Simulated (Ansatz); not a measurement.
GaSb: response to strain

The parent structure is GaSb in the zinc blende structure (space group F-43m, No. 216; a = 6.134 Å).

Strains are applied to the cell and any free atomic positions relax.

The values are results of Kohn–Sham DFT with the r2SCAN functional, run in Ansatz (an electronic-structure program) with PAW and 500 eV plane waves, no SOC, earlier PAW set, not measurements.

Notes on the quantities. energy relative to the base: free energy F.

```csv
isotropic strain (%),energy relative to the base (meV/atom)
-5.43,156.1
-2.08,20.1
-1.57,?
0,0.0
0.79,2.6
0.85,3.0
```

Q: Fit ΔE = Aε² + Bε³ (ε in %) to the rows shown and predict the withheld row.

A: Least squares on the printed values gives A = 4.25 and B = -0.19 meV/atom (largest residual 0.0 meV/atom); this predicts 11.2 meV/atom, and the run gives 11.3 meV/atom, in agreement.

No phonon test of stability was made.
